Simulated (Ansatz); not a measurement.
**A constructed model of the (111) surface of fcc Rh (in the relaxation 3 Rh–Y bonds formed), (√3x√3)R30° layer of Y, one a cell, on the site that continues the host's stacking (bottom of the slab: a bare face, its two planes held)**

Method: PBE (plane waves to 420 eV, PAW; Ansatz, a first-principles code).

Slab: 19 atoms, 14.1 Å thick at the start with caps and adatoms; k 9x9x1, smearing 0.1 eV, dipole-corrected; 6 atoms held, the rest relaxed; start symmetry kept, larger cells not searched; no spin, no spin-orbit, no U. It is one candidate, not shown to be the stable structure of the face.

```yaml
work_function_of_the_top_face: 2.61 eV
energy_released_by_relaxation: 1.96 eV
cost: around 8 core-minutes (rough)
```
